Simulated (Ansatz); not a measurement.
Take CsPbCl3 in the cubic perovskite structure (space group Pm-3m, No. 221; a = 5.736 Å) as the base.

Level of theory: PBE in Ansatz (plane waves to 420 eV, PAW, without spin-orbit coupling).

Strains are applied to the cell and any free atomic positions relax.

One change was made to it. Results:

| quantity | base | after |
|---|---|---|
| hole mass | 0.22 mₑ (at R) | 0.21 mₑ (at R) |
| electron mass (degenerate bands, along [100]) | 0.12, 0.93, 0.93 mₑ (at R) | 0.12, 0.91, 0.91 mₑ (at R) |
| band gap | 2.21 eV | 2.14 eV |

Task: Which of these changes matches the shifts?
A. isotropic strain −0.60 %
B. isotropic strain −1.20 %
C. isotropic strain −2.40 %
D. isotropic strain −1.80 %

Result: A, isotropic strain −0.60 %. For comparison, the band gap in the other runs: isotropic strain −2.40 % gives 1.91 eV; isotropic strain −1.80 % gives 1.99 eV; isotropic strain −1.20 % gives 2.07 eV.

Spin-orbit coupling, missing from the scalar runs, can matter with Pb. Effective masses come from finite differences of ±0.01 Å⁻¹. Stability against distortions was not tested. Many cubic perovskites are stable only at high temperature; tilts and polar distortions were not tested. This is not the structure that CsPbCl3 has at room temperature and ambient pressure.

Ansatz is a program for electronic structure.
